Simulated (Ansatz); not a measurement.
CuAu3 (I4/mmm, No. 139, 4 atoms in the cell; start mp-1184018; a measured phase of this formula has another space group)

These are r²SCAN (PAW; Ansatz, a quantum-chemistry and plane-wave program) values and carry that method's errors.

Numerical settings: plane-wave cutoff 560 eV, 20×20×20 k mesh, Fermi–Dirac smearing 0.05 eV, no spin polarisation, scalar-relativistic PAW data made under PBE.

Cell (relaxed at this level):

```cif
data_Au3Cu
_chemical_formula_sum 'Cu1 Au3'
_space_group_name_H-M_alt 'P 1'
_space_group_IT_number 1
_cell_length_a 4.93864
_cell_length_b 4.93864
_cell_length_c 4.93864
_cell_angle_alpha 132.311
_cell_angle_beta 132.311
_cell_angle_gamma 69.738
loop_
_space_group_symop_operation_xyz
  'x, y, z'
loop_
_atom_site_label
_atom_site_type_symbol
_atom_site_fract_x
_atom_site_fract_y
_atom_site_fract_z
_atom_site_occupancy
Cu1 Cu 0.00000 0.00000 0.00000 1
Au1 Au 0.75000 0.25000 0.50000 1
Au2 Au 0.25000 0.75000 0.50000 1
Au3 Au 0.50000 0.50000 0.00000 1
```

```json
{
 "bulk_modulus": "155 GPa"
}
```

Note: the run has no spin polarisation, so it can have missed a magnetic state; the bulk modulus is −V dP/dV from two relaxed cells at ±2 % in volume; the relaxation could not lower the start's symmetry, so the cell can be a saddle point above a distorted one.

Spin–orbit coupling is not included; it can shift volumes and moduli of such heavy elements.

The computed numbers hold no vibrational or temperature effects.

A start named mp-… is a Materials Project structure, which need not be a measured phase.
